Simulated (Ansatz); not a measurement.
A series of runs on Ti₂CuSb₃ (P-4m2, 6 atoms in the cell)

```xyz
6
Lattice="3.8079 0.0000 0.0000 0.0000 3.8079 0.0000 0.0000 0.0000 8.2739" Properties=species:S:1:pos:R:3 pbc="T T T"
Ti     1.9040     0.0000     2.1728
Ti     0.0000     1.9040     6.1011
Cu     0.0000     0.0000     0.0000
Sb     1.9040     0.0000     5.1716
Sb     0.0000     1.9040     3.1023
Sb     1.9040     1.9040     0.0000
```

Base run A: PBEsol, harder PAW files (source: ansatz) made with PBE (Ansatz, an electronic-structure program), self-consistent single point.

Its settings: basis.ecutwfc = 54.4 Ry; kpoints.mp_grid.grid = 7 7 4; hamiltonian.xc = pbesol; hamiltonian.pseudopotentials = {kind: paw, source: ansatz}; scf.occupations.method = cold; scf.occupations.width = 0.0073 Ry.

The starting cell comes from a database of computed structures (which also holds hypothetical and non-ambient phases and stackings), without a prior relaxation at this level. Spin polarisation is off. In the base run, with a pressure of about -4 GPa the cell is away from its equilibrium volume at this level. Ansatz's pressure includes its estimate of the finite-basis (Pulay) stress.

ΔF is the free energy per atom less that of run A. 

The first pressure column holds Ansatz's estimate of the finite-basis (Pulay) stress, which hides part of the cutoff error; the other is without it.

In some runs the Pulay estimate is large (up to 17 GPa), a sign of a cutoff far from converged.

Run A gave: pressure (GPa) -4.22; largest force (eV/Å) 0.082; pressure at a fixed set of plane waves (GPa) -4.22.

Runs:
- B: lattice scaled by 0.97
- C: lattice scaled by 0.97; basis.ecutwfc: 54.4 Ry → 32.7 Ry
- D: lattice scaled by 0.985
- E: lattice scaled by 0.985; basis.ecutwfc: 54.4 Ry → 32.7 Ry
- F: lattice scaled by 1.015
- G: lattice scaled by 1.015; basis.ecutwfc: 54.4 Ry → 32.7 Ry
- H: lattice scaled by 1.03
- I: lattice scaled by 1.03; basis.ecutwfc: 54.4 Ry → 32.7 Ry
- J: basis.ecutwfc: 54.4 Ry → 32.7 Ry

What does run H change against A?

The free energy goes up by 88.2 meV/atom, the pressure goes from -4.22 to -10.45 GPa and the largest force goes from 0.082 to 0.074 eV/Å.

What does run B change against A?

The free energy rises by 3.4 meV/atom, the pressure goes from -4.22 to 5.66 GPa and the largest force goes from 0.082 to 0.066 eV/Å.

What does run I change against A?

The free energy goes up by 336 meV/atom, the pressure goes from -4.22 to -10.55 GPa and the largest force goes from 0.082 to 0.051 eV/Å.

| run | ΔF (meV/atom) | pressure (GPa) | largest force (eV/Å) | pressure at a fixed set of plane waves (GPa) |
|---|---|---|---|---|
| A | 0.00 | -4.22 | 0.082 | -4.22 |
| B | 3.4 | 5.66 | 0.066 | 5.66 |
| C | 247.5 | 5.62 | 0.103 | -11.01 |
| D | -11.7 | 0.18 | 0.078 | 0.18 |
| E | 234.4 | 0.04 | 0.118 | -15.86 |
| F | 34.4 | -7.71 | 0.080 | -7.72 |
| G | 281.6 | -7.86 | 0.086 | -22.42 |
| H | 88.2 | -10.45 | 0.074 | -10.46 |
| I | 335.8 | -10.55 | 0.051 | -24.54 |
| J | 246.6 | -4.38 | 0.109 | -19.57 |

Keys are those of Ansatz 0.2.
